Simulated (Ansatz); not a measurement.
**BaTiO3, response to strain**

Start from BaTiO3 in the cubic perovskite structure (space group Pm-3m, No. 221).

```xyz
5
Lattice="3.9699 0.0000 0.0000 0.0000 3.9699 0.0000 0.0000 0.0000 3.9699" Properties=species:S:1:pos:R:3 pbc="T T T"
Ba     0.0000     0.0000     0.0000
Ti     1.9849     1.9849     1.9849
O      1.9849     0.0000     1.9849
O      0.0000     1.9849     1.9849
O      1.9849     1.9849     0.0000
```

Strains are applied to the cell and any free atomic positions relax.

Level of theory: PBEsol (Ansatz, a first-principles code, PAW, spin-orbit coupling left out).

Notes on the quantities. energy relative to the base: free energy F.

```
case                      volume per atom  smallest direct gap  band gap  width of the top valence band  energy relative to the base
------------------------  ---------------  -------------------  --------  -----------------------------  ---------------------------
base                             12.51 Å³              1.89 eV   1.82 eV                        0.98 eV                   0 meV/atom
isotropic strain +0.60 %         12.74 Å³              1.88 eV   1.78 eV                        0.98 eV                +2.2 meV/atom
isotropic strain +1.20 %         12.97 Å³              1.86 eV   1.74 eV                        0.97 eV                +8.7 meV/atom
isotropic strain +1.80 %         13.20 Å³              1.84 eV   1.71 eV                        0.95 eV                 +19 meV/atom
isotropic strain +2.40 %         13.44 Å³              1.82 eV   1.67 eV                        0.94 eV                 +34 meV/atom
isotropic strain +3.00 %         13.67 Å³              1.80 eV   1.63 eV                        0.93 eV                 +51 meV/atom
```

Whether these cells are dynamically stable was not tested. All final runs are without spin polarisation. Many cubic perovskites are stable only at high temperature; tilts and polar distortions were not tested. This is not the structure that BaTiO3 has at room temperature and ambient pressure.
